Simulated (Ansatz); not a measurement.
```xyz
2
Lattice="0.0000 2.9218 2.9885 2.9218 0.0000 2.9885 2.9218 2.9218 0.0000" Properties=species:S:1:pos:R:3 pbc="T T T"
In     0.0000     0.0000     0.0000
P      1.4609     1.4609     1.4942
```

Computed with PBEsol with spin-orbit coupling, rigid bands (plane waves, PAW; Ansatz, a program for electronic structure). Condition of this run: uniaxial stress zz = -1 GPa (compression positive) (the target of the relaxation). Cell: cell and atoms relaxed with PBEsol, then loaded as said.

**Question.** Predict the electron conductivity mass (n e² τ/σ) at 300 K, by direction if it differs.

**Answer.** 0.052 (x), 0.052 (y), 0.059 (z) mₑ.

**Question.** What conductivity effective mass do dilute holes have at 300 K?

**Answer.** 0.44 (x), 0.44 (y), 0.60 (z) mₑ.

**Question.** And the band gap?

**Answer.** 0.48 eV at this level; semilocal functionals usually fall short of the measured gap.

Rigid bands, one relaxation time for all states, no polarons.
